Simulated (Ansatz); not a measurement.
Start from BAs in the zinc blende structure (space group F-43m, No. 216; a = 4.784 Å).

The values are results of plane-wave PAW DFT at the r2SCAN level (Ansatz, a first-principles code, 500 eV), no spin-orbit coupling, not measurements.

Before the change:

| Property | Result |
|---|---|
| Gap character | indirect, Γ → Γ–X (76 % along) |
| Density | 5.20 g/cm³ |

Modification: every B is replaced by In; the structure is relaxed again.

Question: Estimate the effect on the gap character.

Answer: The gap character changes from indirect, Γ → Γ–X (76 % along) to direct at Γ.

Question: What does the calculation give for the density after the change?

Answer: The density rises by 0.33 g/cm³ to 5.53 g/cm³.

Stability against distortions was not tested.
